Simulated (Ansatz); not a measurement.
# SnSb (Pm-3m, No. 221, 2 atoms in the cell; start mp-1625)

These are LDA in Ansatz (PAW) values and carry that method's errors.

Numerical settings: plane-wave cutoff 520 eV, 14×14×14 k mesh, Fermi–Dirac smearing 0.05 eV, scalar-relativistic PAW data made under PBE.

Cell (relaxed at this level):

```xyz
2
Lattice="3.7104 0.0000 0.0000 0.0000 3.7104 0.0000 0.0000 0.0000 3.7104" Properties=species:S:1:pos:R:3 pbc="T T T"
Sn     1.8552     1.8552     1.8552
Sb     0.0000     0.0000     0.0000
```

```yaml
band_gap: zero (no gap)
bulk modulus B0: 63.9 GPa
```

Note: the relaxation could not lower the start's symmetry, so the cell can be a saddle point above a distorted one; the bulk modulus is −V dP/dV from two relaxed cells at ±2 % in volume.

Spin–orbit coupling is not included; it can open a gap where bands touch, and shift volumes and moduli.

A start named mp-… is a Materials Project structure, which need not be a measured phase.

Ansatz is a first-principles code.
